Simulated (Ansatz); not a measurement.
The parent structure is Rh in the fcc (Cu type) structure (space group Fm-3m, No. 225; relaxed with 0.1 eV smearing).

```
Rh
1.0
    0.00000     1.87756     1.87756
    1.87756     0.00000     1.87756
    1.87756     1.87756     0.00000
Rh
1
Cartesian
  0.00000   0.00000   0.00000
```

Cartesian axes are those of the cell as printed.

The values are results of LDA (Ansatz, a quantum-chemistry and plane-wave program, PAW, spin-orbit coupling left out), not measurements.

Strains are applied to the cell and any free atomic positions relax; under biaxial strain the out-of-plane vector relaxes too.

One change was made to it. Results:

The pressure (mean of the normal stresses, compression positive) goes from zero to 7.7 GPa; the energy rises by 18 meV/atom.

**Question.** What was done to the base?
A. biaxial strain +2.00 %, plane normal [001], relaxed out of plane
B. biaxial strain +3.00 %, plane normal [001], relaxed out of plane
C. biaxial strain −2.00 %, plane normal [001], relaxed out of plane
D. biaxial strain −0.50 %, plane normal [001], relaxed out of plane

**Answer.** C, biaxial strain −2.00 %, plane normal [001], relaxed out of plane. For comparison, the energy relative to the base in the other runs: biaxial strain −0.50 %, plane normal [001], relaxed out of plane gives +1.1 meV/atom; biaxial strain +3.00 %, plane normal [001], relaxed out of plane gives +35 meV/atom; biaxial strain +2.00 %, plane normal [001], relaxed out of plane gives +16 meV/atom.

Stability against distortions was not tested. All final runs are without spin polarisation. Rh lies near a magnetic instability that expansion can trigger; it was not tested.
